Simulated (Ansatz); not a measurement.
Start from TiSi₂ (space group Fddd, No. 70; a = 4.780 Å, b = 8.232 Å, c = 8.522 Å). Axes: x, y, z lie along a, b, c of the conventional cell.

Computed with Ansatz (a first-principles code), r2SCAN, PAW, cutoff 500 eV, spin-orbit coupling left out, earlier PAW set.

For the base:

- Volume per atom = 13.97 Å³

Modification: compressive biaxial strain of 4.81 % in the plane normal to [001], as in epitaxy on a mismatched substrate; the out-of-plane cell vector and the atoms relax.

### Question
How does this affect the energy relative to the base?

### Answer
The energy grows by 81 meV/atom.

### Question
How does this affect the volume per atom?

### Answer
The volume per atom shrinks by 1.147 Å³, from 13.97 Å³ to 12.83 Å³.

Without a gap, meshes like the base's 13×13×13 leave anisotropic stresses uncertain by several tenths of a GPa, and small strain energies with them. Whether these cells are dynamically stable was not tested. All final runs are without spin polarisation.
